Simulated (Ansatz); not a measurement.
**One base run on YSi2 (I4/mmm, 3 atoms in the cell) and variants with one or two settings moved**

```xyz
3
Lattice="-1.7926 1.7926 4.3875 1.7926 -1.7926 4.3875 1.7926 1.7926 -4.3875" Properties=species:S:1:pos:R:3 pbc="T T T"
Y      0.0000     0.0000     0.0000
Si     0.0000     0.0000     2.9423
Si     0.0000     0.0000     5.8328
```

Base run A: PBE (Ansatz, an electronic-structure program), self-consistent single point.

Its settings: basis.ecutwfc = 30.9 Ry; kpoints.mp_grid.grid = 7 7 7; hamiltonian.xc = pbe; hamiltonian.pseudopotentials = {kind: paw} (the program's default PAW files); scf.occupations.method = methfessel_paxton; scf.occupations.width = 0.02 Ry.

The starting cell was generated: these elements placed on a structure prototype, without a prior relaxation; it need not be a known phase or ordering of this composition. In the base run, with a pressure of about 7 GPa the cell is away from its equilibrium volume at this level. Ansatz's pressure includes its estimate of the finite-basis (Pulay) stress.

ΔF is the free energy per atom less that of run A. A dash stands where there is no value to compare (another energy zero or no entropy term, no result, no spin, no clean gap, or a mesh too coarse for one). Absolute energies have different zeros for different potentials, functionals, Hubbard and dispersion terms and are not compared across them.

Run A gave: pressure (GPa) 7.14; largest force (eV/Å) 0.871; k-points 40; valence electrons 19.

Runs:
- B: scf.convergence.dr2_threshold: default (1e-07 eV) → 1e-10 eV
- C: kpoints.mp_grid.grid: 7 7 7 → 14 14 14
- D: kpoints.mp_grid.grid: 7 7 7 → 5 5 5; scf.occupations.width: 0.02 Ry → 0.0073 Ry
- E: 2 x 2 x 1 supercell, mesh divided and rounded up; kpoints.mp_grid.grid: 7 7 7 → 4 4 7
- F: hamiltonian.dispersion: default → d4 [PBE-D4]
- G: scf.mixing.preconditioner: default (the program chose Kerker) → ldos
- H: scf.algorithm: default → direct_min
- I: scf.mixing.algorithm: default (the program chose MSR1) → broyden

Question: What does run C change against A?

Answer: The free energy goes down by 9.4 meV/atom, the pressure stays near 7.08 GPa while the zz stress (positive for compression) goes from 7.10 to 6.63 GPa and the largest force goes from 0.871 to 0.898 eV/Å.

Question: What does run F change against A?

Answer: The pressure goes from 7.14 to 4.07 GPa and the largest force moves little (0.871 to 0.863 eV/Å).

```tsv
run	ΔF (meV/atom)	pressure (GPa)	largest force (eV/Å)	k-points	valence electrons
A	0.00	7.14	0.871	40	19
B	0.00	7.14	0.871	40	19
C	-9.4	7.08	0.898	244	19
D	14.6	6.76	0.753	18	19
E	-13.3	7.12	0.916	37	76
F	–	4.07	0.863	40	19
G	0.00	7.14	0.871	40	19
H	0.00	7.14	0.871	40	19
I	0.00	7.14	0.871	40	19
```

Keys are those of Ansatz 0.2.
